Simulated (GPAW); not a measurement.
Input and output of a self-consistent single point for V6FeNi (Pm-3, 8 atoms in the cell) (GPAW).

Method: LDA (Perdew-Wang 92), GPAW PAW datasets LDA (gpaw-data 1.0.1) (plane waves; GPAW).

```
V6FeNi
1.0
    4.62972     0.00000     0.00000
    0.00000     4.62972     0.00000
    0.00000     0.00000     4.62972
V Fe Ni
6 1 1
Cartesian
  0.00000   2.31486   3.46261
  0.00000   2.31486   1.16711
  3.46261   0.00000   2.31486
  1.16711   0.00000   2.31486
  2.31486   3.46261   0.00000
  2.31486   1.16711   0.00000
  2.31486   2.31486   2.31486
  0.00000   0.00000   0.00000
```

Reference input (self-consistent single point, DFT PBEsol, plane waves, GPAW PAW datasets PBEsol (made by gpaw-setup)): mode = pw; ecut = 800 eV; xc = PBEsol; kpts = 5 5 5; mesh shift (steps) = 0 0 0; occupations.name = fermi-dirac; occupations.width = 0.1 eV; nbands = -12; symmetry.symmorphic = false; symmetry.tolerance = 0.0005; maxiter = 100. This run's input differs from it in these lines:

```diff
@@ -19,3 +19,3 @@
 calc = GPAW(mode=PW(800),
-            xc='PBEsol',
+            xc='LDA',
             kpts=(5, 5, 5),
```

Its files differ too (potentials: GPAW PAW datasets LDA (gpaw-data 1.0.1)).

Output (repeated stretches shortened):

```
     iter     time        total  log10-change:
                         energy   eigst   dens
iter:   1 --:--:--   -80.102110
iter:   2 --:--:--   -79.711160   -0.11  -1.45
iter:   3 --:--:--   -79.357903   -0.81  -1.45
iter:   4 --:--:--   -78.331501   -0.18  -1.47
iter:   5 --:--:--   -77.786145   -1.34  -1.73
   [... 3 lines left out ...]
iter:   9 --:--:--   -77.509781   -2.65  -2.49
iter:  10 --:--:--   -77.589857   -1.81  -2.49
iter:  11 --:--:--   -77.518672   -2.09  -2.28
iter:  12 --:--:--   -77.516573   -3.26  -3.00
iter:  13 --:--:--   -77.512968c  -3.42  -2.98
iter:  14 --:--:--   -77.513393c  -3.83  -3.28
   [... lines left out ...]
iter:  20 --:--:--   -77.513137c  -4.17  -3.43
iter:  21 --:--:--   -77.513077c  -4.96  -3.88
iter:  22 --:--:--   -77.513017c  -5.37  -4.05c
iter:  23 --:--:--   -77.512941c  -5.54  -4.09c
iter:  24 --:--:--   -77.512958c  -5.75  -4.14c
iter:  25 --:--:--   -77.513042c  -5.65  -4.21c
iter:  26 --:--:--   -77.512965c  -5.92  -4.24c
   [... 4 lines left out ...]
iter:  31 --:--:--   -77.512961c  -6.85  -4.91c
iter:  32 --:--:--   -77.512958c  -7.18  -4.94c
iter:  33 --:--:--   -77.512965c  -6.90  -5.07c
iter:  34 --:--:--   -77.512968c  -7.16  -5.36c
iter:  35 --:--:--   -77.512966c  -7.60c -5.29c
Converged after 35 iterations.

Dipole moment: (0.000000, 0.000000, 0.000000) |e|*Ang

Energy contributions relative to reference atoms: (reference = -230464.146248)

Kinetic:        -17.889049
Potential:      +13.881323
External:        +0.000000
XC:             -74.205653
Entropy (-ST):   -0.252499
Local:           +0.826663
SIC:             +0.000000
--------------------------
Free energy:    -77.639215
Extrapolated:   -77.512966

Showing only first 2 kpts
 Kpt  Band  Eigenvalues  Occupancy
  0    49      8.72073    1.99992
  0    50      8.88948    1.99957
  0    51      8.88948    1.99957
  0    52     10.22436    0.01484

  1    49      8.98837    1.99885
  1    50      9.10294    1.99640
  1    51      9.18087    1.99217
  1    52     10.09056    0.05541

Fermi level: 9.73475

No gap
   [... lines left out ...]
  2 V    -0.04171    0.00000    0.00000
  3 V     0.04171    0.00000    0.00000
  4 V     0.00000   -0.04171    0.00000
  5 V     0.00000    0.04171    0.00000
  6 Fe   -0.00000    0.00000    0.00000
  7 Ni    0.00000    0.00000    0.00000

Stress tensor:
     0.062312     0.000000     0.000000
     0.000000     0.062312     0.000000
     0.000000     0.000000     0.062312
Stress (GPa, Voigt): [9.9835 9.9835 9.9835 0.     0.     0.    ]
```

The run converged in 35 iterations. GPAW prints stress with tension positive. Against the reference run the pressure goes from -2.30 to -9.98 GPa and the largest force goes from 0.003 to 0.042 eV/Å.

The starting cell comes from a database of computed structures (which also holds hypothetical and non-ambient phases and stackings), without a prior relaxation at this level. Spin polarisation is off. With a pressure of about -10 GPa the cell is away from its equilibrium volume at this level.

Cost on one core of a shared machine: roughly 2 min.
